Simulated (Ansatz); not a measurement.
End structure of the (311) surface of bcc W in its 1x1 cell, outermost plane spacing 0.48 Å in the ideal cut:

```yaml
crystal:
  lattice:
    - [4.50327, 0.00000, 0.00000]
    - [-2.25163, 7.46782, 0.00000]
    - [0.00000, 0.00000, 26.50000]
  atoms:
    - { symbol: W, position: [0.17959, 0.35915, 0.31781] }
    - { symbol: W, position: [0.35808, 0.71620, 0.33407] }
    - { symbol: W, position: [0.53980, 0.07982, 0.34946] }
    - { symbol: W, position: [0.72457, 0.44915, 0.36365] }
    - { symbol: W, position: [0.90794, 0.81596, 0.38056] }
    - { symbol: W, position: [0.09109, 0.18210, 0.39964] }
    - { symbol: W, position: [0.27500, 0.55002, 0.41913] }
    - { symbol: W, position: [0.45664, 0.91328, 0.43659] }
    - { symbol: W, position: [0.63799, 0.27588, 0.45480] }
    - { symbol: W, position: [0.81937, 0.63872, 0.47228] }
    - { symbol: W, position: [0.00021, 0.00044, 0.49093] }
    - { symbol: W, position: [0.18161, 0.36320, 0.50907] }
    - { symbol: W, position: [0.36245, 0.72491, 0.52772] }
    - { symbol: W, position: [0.54383, 0.08776, 0.54520] }
    - { symbol: W, position: [0.72517, 0.45036, 0.56341] }
    - { symbol: W, position: [0.90682, 0.81361, 0.58087] }
    - { symbol: W, position: [0.09073, 0.18154, 0.60036] }
    - { symbol: W, position: [0.27388, 0.54768, 0.61944] }
    - { symbol: W, position: [0.45725, 0.91448, 0.63635] }
    - { symbol: W, position: [0.64202, 0.28381, 0.65054] }
    - { symbol: W, position: [0.82373, 0.64743, 0.66593] }
    - { symbol: W, position: [0.00222, 0.00448, 0.68219] }
```

Slab: 22 atoms, 10.1 Å thick at the start (thin: gaps and levels are the slab's own); k 9x5x1, smearing 0.1 eV, dipole-corrected; all atoms relaxed; held to the part of the start's symmetry that mesh and held atoms allow; no spin, no spin-orbit, no U.

**Question.** What surface energy (mean of both faces) does PBE in Ansatz (a first-principles code) give?

**Answer.** 3.69 J/m²

**Question.** Give the work function of the top face at the level PBE.

**Answer.** 4.09 eV
